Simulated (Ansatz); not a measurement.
# What pressure 2.1 GPa does to Ta2N

Start from Ta$_{2}$N in the anti-CdI2 type structure (space group P-3m1, No. 164; a = 3.067 Å, c = 4.884 Å).

It is then changed as follows: cell and atoms relaxed at a pressure of 2.1 GPa.

Level of theory: r2SCAN+rVV10 (Ansatz, an electronic-structure program), no SOC. Settings: 17×17×10 k-points, 0.05 eV Fermi–Dirac smearing.

The lattice parameter a falls by 0.008 Å, from 3.067 Å to 3.059 Å and the c/a ratio stays essentially unchanged (1.593 against 1.594). The enthalpy H = E + PV relative to the base's energy is +0.17 eV/atom and the band gap remains zero.

Final structure:

```
CELL_PARAMETERS angstrom
      3.05876     0.00000     0.00000
     -1.52938     2.64897     0.00000
      0.00000     0.00000     4.87576
ATOMIC_POSITIONS crystal
  N  0.00000 0.00000 0.00000
  Ta 0.33333 0.66667 0.25736
  Ta 0.66667 0.33333 0.74264
```

Load acts through the strain it causes; cell and atoms are relaxed under it. Whether these cells are dynamically stable was not tested. All final runs are without spin polarisation. An odd electron count without spin: Ta2N.
